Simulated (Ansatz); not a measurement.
Os (P6_3/mmc): band-structure transport figures

```xyz
2
Lattice="2.7260 0.0000 0.0000 -1.3630 2.3608 0.0000 0.0000 0.0000 4.3169" Properties=species:S:1:pos:R:3 pbc="T T T"
Os     0.0000     1.5739     1.0792
Os     1.3630     0.7869     3.2377
```

Level of theory: r2SCAN, rigid bands (plane waves, PAW, scalar-relativistic; Ansatz, a first-principles code). Condition of this run: functional r2SCAN on the same cell. Geometry: cell and atoms relaxed with PBEsol.

| Property | Result |
|---|---|
| density of states at the Fermi level | 1.13 states/(eV·cell), both spins |
| bare Sommerfeld coefficient | 1.34 mJ/(mol of atoms·K²) |
| Drude plasma energy | 8.2 (x), 8.2 (y), 9.7 (z) eV |
| root-mean-square Fermi velocity | 8.4e5 m/s |
| resistivity times τ | 7.3 (x), 7.3 (y), 5.2 (z) ×10⁻²² Ω·m·s |
| resistivity times mean free path | 6.5 (x), 6.5 (y), 4.4 (z) ×10⁻¹⁶ Ω·m² |

A metal at this level (no band gap); rigid bands, thermally averaged at 300 K, both spins. Spin-orbit coupling is left out, which matters with elements this heavy. τ is one relaxation time for all states; the product of resistivity and mean free path takes one path for all states instead.
